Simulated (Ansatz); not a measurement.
AlN: response to strain

Take AlN in the zinc blende structure (space group F-43m, No. 216; a = 4.342 Å) as the base. Axes: x, y, z lie along the cube axes.

Strains are applied to the cell and any free atomic positions relax.

Level of theory: LDA/PAW in Ansatz (a quantum-chemistry and plane-wave program), no SOC.

```tsv
uniaxial strain ε_zz (%)	band gap (eV)
-3	3.09
-2.5	3.12
-2	?
-1.5	3.17
-1	3.20
-0.5	3.22
0	3.25
```

Question: Fit E_g = E₀ + Dε (ε in %) to the rows shown and predict the withheld row.

Answer: Least squares on the printed values gives E₀ = 3.25 eV, D = 52.5 meV per % of strain (largest residual 0.00 eV); this predicts 3.14 eV, and the run gives 3.14 eV, in agreement.

Stability against distortions was not tested. This is not the structure that AlN has at room temperature and ambient pressure.
